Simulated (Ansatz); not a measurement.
Corundum Ga2O3 (metastable phase), treated with rVV10 (PAW; Ansatz, an electronic-structure program).

Run with plane-wave cutoff 520 eV, 8×8×8 k mesh, Fermi–Dirac smearing 0.01 eV, scalar-relativistic PAW data made under PBE.

Response to compression and expansion:

Shape and atoms are relaxed at each volume.

| V (Å³/atom) | P (GPa) | direct gap at Γ (eV) | smallest gap on the k mesh (eV) | c (Å) |
|---|---|---|---|---|
| 9.778 | 8.79 | 2.830 | 2.590 | 13.426 |
| 9.982 | 4.16 | 2.603 | 2.376 | 13.542 |
| 10.185 | 0.01 | 2.384 | 2.169 | 13.655 |
| 10.389 | -3.70 | 2.174 | 1.970 | 13.766 |
| 10.593 | -7.01 | 1.972 | 1.778 | 13.875 |

The fundamental gap (2.15 eV at the equilibrium volume, with added k points) lies elsewhere than Γ–Γ.

Note: the bulk modulus comes from volumes at which shape and atoms were relaxed.

Spin–orbit coupling is not included.
